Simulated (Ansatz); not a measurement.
The starting structures come from a database of crystals and need not be the phases stable at ambient conditions.

 Where the default PAW files enter, the runs use the earlier of Ansatz's two default sets.

Evanescent states of PbClF (P4/nmm, not sure to be the ambient phase, 6 atoms a cell, 20.4 Å³ an atom, -2 GPa at this level) along the normal of (110)

These are PBEsol (plane waves, PAW; Ansatz, a quantum-chemistry and plane-wave program) values and carry that method's errors.

The gap is the functional's own. No spin-orbit coupling. Mid-gap values are interpolated on the energy grid.

Energies count from the valence-band top; κ is the least over a 6×4 mesh across the current.

```csv
E (eV),κ (1/Å),where
0.09,0.141,off Γ
0.26,0.186,off Γ
0.42,0.209,off Γ
0.59,0.224,off Γ
0.77,0.236,off Γ
0.94,[?],off Γ
1.10,[?],off Γ
1.27,[?],off Γ
1.45,[?],off Γ
1.61,[?],off Γ
1.78,[?],off Γ
1.96,[?],off Γ
2.12,[?],off Γ
2.29,[?],off Γ
2.46,[?],off Γ
2.63,0.233,off Γ
2.81,0.222,off Γ
2.98,0.208,off Γ
3.15,0.174,off Γ
3.31,0.092,off Γ
```

Problem. Fill in the missing entries.

Solution. 
- 0.94, κ (1/Å): 0.245
- 1.10, κ (1/Å): 0.252
- 1.27, κ (1/Å): 0.256
- 1.45, κ (1/Å): 0.259
- 1.61, κ (1/Å): 0.261
- 1.78, κ (1/Å): 0.260
- 1.96, κ (1/Å): 0.258
- 2.12, κ (1/Å): 0.255
- 2.29, κ (1/Å): 0.249
- 2.46, κ (1/Å): 0.242
